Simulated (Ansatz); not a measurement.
Consider AlN (space group P4_2/mnm, No. 136; a hypothetical phase, not in the database extracts checked).

```
CELL_PARAMETERS angstrom
      5.29426     0.00000     0.00000
      0.00000     5.29426     0.00000
      0.00000     0.00000     3.10896
ATOMIC_POSITIONS crystal
  Al 0.32285 0.67715 0.00000
  Al 0.67715 0.32285 0.00000
  Al 0.82285 0.82285 0.50000
  Al 0.17715 0.17715 0.50000
  N  0.31530 0.31530 0.00000
  N  0.68470 0.68470 0.00000
  N  0.18470 0.81530 0.50000
  N  0.81530 0.18470 0.50000
```

Calculations: Ansatz (a first-principles code) PBEsol, without spin-orbit coupling.

For the base:

The band gap is 3.75 eV. The lattice parameter a comes out as 5.294 Å. The electron mass is 0.34 mₑ along c, 0.32 mₑ across (at Γ).

Perturbation: cell and atoms relaxed at a pressure of 3 GPa.

Question: How does this affect the band gap, lattice parameter a and electron mass?

Answer: The band gap grows by 0.10 eV to 3.85 eV; the lattice parameter a decreases by 0.032 Å, from 5.294 Å to 5.262 Å; the electron mass changes from 0.34 mₑ along c, 0.32 mₑ across (at Γ) to 0.35 mₑ along c, 0.33 mₑ across (at Γ).

Load acts through the strain it causes; cell and atoms are relaxed under it. Masses are band curvatures over ±0.01 Å⁻¹ around the edge. Stability against distortions was not tested.
